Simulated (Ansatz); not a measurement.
The starting structures come from a database of crystals and need not be the phases stable at ambient conditions.

The decay constant κ of evanescent states in the gap governs leakage through a thin film.

```yaml
crystal:
  lattice:
    - [6.04811, 0.00000, 0.00000]
    - [-3.02405, 5.23781, 0.00000]
    - [3.02405, 1.74594, 4.93826]
  atoms:
    - { symbol: Na, position: [0.00000, 0.50000, 0.50000] }
    - { symbol: Ga, position: [0.00000, 0.00000, 0.00000] }
    - { symbol: H, position: [0.63884, 0.81942, 0.81942] }
    - { symbol: H, position: [0.36116, 0.18058, 0.18058] }
    - { symbol: H, position: [0.63884, 0.45826, 0.18058] }
    - { symbol: H, position: [0.36116, 0.54174, 0.81942] }
    - { symbol: H, position: [0.63884, 0.81942, 0.54174] }
    - { symbol: H, position: [0.36116, 0.18058, 0.45826] }
    - { symbol: H, position: [0.63884, 0.18058, 0.18058] }
    - { symbol: H, position: [0.36116, 0.81942, 0.81942] }
    - { symbol: N, position: [0.50000, 0.75000, 0.75000] }
    - { symbol: N, position: [0.50000, 0.25000, 0.25000] }
    - { symbol: F, position: [0.00000, 0.77555, 0.77555] }
    - { symbol: F, position: [0.00000, 0.22445, 0.22445] }
    - { symbol: F, position: [0.00000, 0.77555, 0.22445] }
    - { symbol: F, position: [0.00000, 0.22445, 0.77555] }
    - { symbol: F, position: [0.44890, 0.22445, 0.77555] }
    - { symbol: F, position: [0.55110, 0.77555, 0.22445] }
```

Space group of this cell: Fm-3m. The cell was relaxed by PBE-D3(BJ); by r2SCAN its mean pressure is -3.1 GPa.

Transport runs along the normal of the first two printed cell vectors, the (111) plane of the conventional cell.

The gap is the functional's own, uncorrected, and κ follows it; spin-orbit coupling is left out. Mid-gap values are interpolated between the computed energies.

Problem. Predict the band gap and the smallest decay constant κ at mid-gap from r2SCAN (Ansatz, an electronic-structure program).

Solution. Gap 6.71 eV on a 8×8×8 mesh; κ = 0.520 1/Å, at the zone centre.
